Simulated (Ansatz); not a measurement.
Consider a periodic stack without vacuum, fluorite-type NiSi2 (1 1 1) on wurtzite GaN (0 0 1) (film strained to the substrate, started from cuts of the bulks and a machine-learned relaxation; slabs Ga24N24 and Ni9Si18, which can lie off the formulas): substrate slab Ga24N24, film Ni9Si18, surface cells [[0, -2], [2, 0]] and [[1, -2], [2, -1]], film strained by -3.5 and -3.5 %, outermost planes Ga/N and Si/Si as cut, which need not be the usual terminations and can put a slab off its formula. Its start:

```yaml
crystal:
  lattice:
    - [6.43695, 0.00000, 0.00265]
    - [3.21848, 5.57457, -0.02310]
    - [-0.12294, 0.11213, 26.84255]
  atoms:
    - { symbol: Ga, position: [0.33323, 0.31190, 0.03566] }
    - { symbol: Ga, position: [0.81735, 0.34137, 0.03586] }
    - { symbol: Ga, position: [0.29132, 0.82838, 0.04121] }
    - { symbol: Ga, position: [0.81619, 0.82691, 0.04216] }
    - { symbol: Ga, position: [0.15886, 0.16062, 0.14110] }
    - { symbol: Ga, position: [0.65957, 0.16139, 0.14113] }
    - { symbol: Ga, position: [0.16143, 0.65587, 0.14145] }
    - { symbol: Ga, position: [0.65882, 0.65832, 0.14144] }
    - { symbol: N, position: [0.32687, 0.32467, 0.11808] }
    - { symbol: N, position: [0.82567, 0.32710, 0.11823] }
    - { symbol: N, position: [0.32454, 0.82555, 0.11916] }
    - { symbol: N, position: [0.82602, 0.82556, 0.11921] }
    - { symbol: N, position: [0.16166, 0.15955, 0.21461] }
    - { symbol: N, position: [0.66171, 0.15972, 0.21459] }
    - { symbol: N, position: [0.16175, 0.65909, 0.21480] }
    - { symbol: N, position: [0.66116, 0.65960, 0.21478] }
    - { symbol: Ga, position: [0.32905, 0.32584, 0.23851] }
    - { symbol: Ga, position: [0.82892, 0.32612, 0.23846] }
    - { symbol: Ga, position: [0.32839, 0.82655, 0.23868] }
    - { symbol: Ga, position: [0.82858, 0.82637, 0.23844] }
    - { symbol: Ga, position: [0.16332, 0.16200, 0.33545] }
    - { symbol: Ga, position: [0.66380, 0.16137, 0.33547] }
    - { symbol: Ga, position: [0.16265, 0.66146, 0.33548] }
    - { symbol: Ga, position: [0.66416, 0.66103, 0.33555] }
    - { symbol: N, position: [0.33004, 0.32779, 0.31159] }
    - { symbol: N, position: [0.82994, 0.32775, 0.31154] }
    - { symbol: N, position: [0.32975, 0.82773, 0.31182] }
    - { symbol: N, position: [0.82946, 0.82797, 0.31153] }
    - { symbol: N, position: [0.16417, 0.16575, 0.40869] }
    - { symbol: N, position: [0.66537, 0.16388, 0.40875] }
    - { symbol: N, position: [0.16220, 0.66457, 0.40876] }
    - { symbol: N, position: [0.66636, 0.66308, 0.40891] }
    - { symbol: Ga, position: [0.33314, 0.33140, 0.43221] }
    - { symbol: Ga, position: [0.83150, 0.33019, 0.43269] }
    - { symbol: Ga, position: [0.33133, 0.83113, 0.43081] }
    - { symbol: Ga, position: [0.82965, 0.83317, 0.43322] }
    - { symbol: Ga, position: [0.16974, 0.16843, 0.52700] }
    - { symbol: Ga, position: [0.66404, 0.17492, 0.53514] }
    - { symbol: Ga, position: [0.16242, 0.67314, 0.52761] }
    - { symbol: Ga, position: [0.66483, 0.66746, 0.52850] }
    - { symbol: N, position: [0.33597, 0.33618, 0.50523] }
    - { symbol: N, position: [0.83273, 0.33260, 0.50634] }
    - { symbol: N, position: [0.33149, 0.83506, 0.50312] }
    - { symbol: N, position: [0.82545, 0.84270, 0.50710] }
    - { symbol: N, position: [0.21931, 0.15231, 0.59721] }
    - { symbol: N, position: [0.61862, 0.23843, 0.61363] }
    - { symbol: N, position: [0.18079, 0.67722, 0.59850] }
    - { symbol: N, position: [0.62557, 0.68111, 0.59899] }
    - { symbol: Ni, position: [0.71204, 0.14160, 0.68787] }
    - { symbol: Ni, position: [0.05592, 0.43167, 0.68581] }
    - { symbol: Ni, position: [0.40779, 0.77091, 0.69412] }
    - { symbol: Ni, position: [0.38670, 0.47708, 0.81320] }
    - { symbol: Ni, position: [0.71720, 0.81264, 0.80451] }
    - { symbol: Ni, position: [0.04586, 0.15909, 0.81332] }
    - { symbol: Ni, position: [0.05611, 0.82615, 0.92375] }
    - { symbol: Ni, position: [0.42305, 0.15359, 0.93012] }
    - { symbol: Ni, position: [0.75083, 0.49931, 0.93048] }
    - { symbol: Si, position: [0.32196, 0.84944, 0.61576] }
    - { symbol: Si, position: [0.29708, 0.36797, 0.62073] }
    - { symbol: Si, position: [0.70315, 0.46427, 0.64463] }
    - { symbol: Si, position: [0.37580, 0.46346, 0.72444] }
    - { symbol: Si, position: [0.73722, 0.79661, 0.71707] }
    - { symbol: Si, position: [0.05987, 0.11617, 0.72305] }
    - { symbol: Si, position: [0.72038, 0.14620, 0.77319] }
    - { symbol: Si, position: [0.05151, 0.47378, 0.77150] }
    - { symbol: Si, position: [0.37824, 0.81430, 0.77815] }
    - { symbol: Si, position: [0.05242, 0.81550, 0.83940] }
    - { symbol: Si, position: [0.39064, 0.14565, 0.84211] }
    - { symbol: Si, position: [0.71754, 0.48870, 0.84257] }
    - { symbol: Si, position: [0.41176, 0.49067, 0.90095] }
    - { symbol: Si, position: [0.72964, 0.82394, 0.89125] }
    - { symbol: Si, position: [0.07805, 0.15692, 0.90054] }
    - { symbol: Si, position: [0.74882, 0.15687, 0.96080] }
    - { symbol: Si, position: [0.08033, 0.49392, 0.96075] }
    - { symbol: Si, position: [0.39341, 0.82597, 0.95598] }
```

The start was prepared with a machine-learned potential, and the result is one local minimum, with the in-plane cell held and forces under 0.04 eV/Å; the film can end far from its bulk form.

Calculation: PBE (plane waves to 420 eV, PAW; Ansatz, a program for electronic structure). No spin–orbit coupling; the runs are not spin-polarised; PBE gaps are too small against experiment. Its k-point mesh 5×5×1, Fermi–Dirac width 0.05 eV.

Problem. Predict the relaxed interface.

Solution. 
- interface area: 35.9 Å²
- period: 26.73 Å
- heights between the nearest atoms of the two slabs at the two interfaces: 0.25 and 1.90 Å
- N–Si contacts across the interfaces within 1.22 times the sum of covalent radii: 8, mean 1.81 Å
- Ga–Si contacts across the interfaces within 1.22 times the sum of covalent radii: 3, mean 2.50 Å
- N–Ni contacts across the interfaces within 1.22 times the sum of covalent radii: 2, mean 2.24 Å
- Ga–Ni contacts across the interfaces within 1.22 times the sum of covalent radii: 1, mean 2.76 Å
- estimate of the barrier: withheld, since the two interfaces are unlike
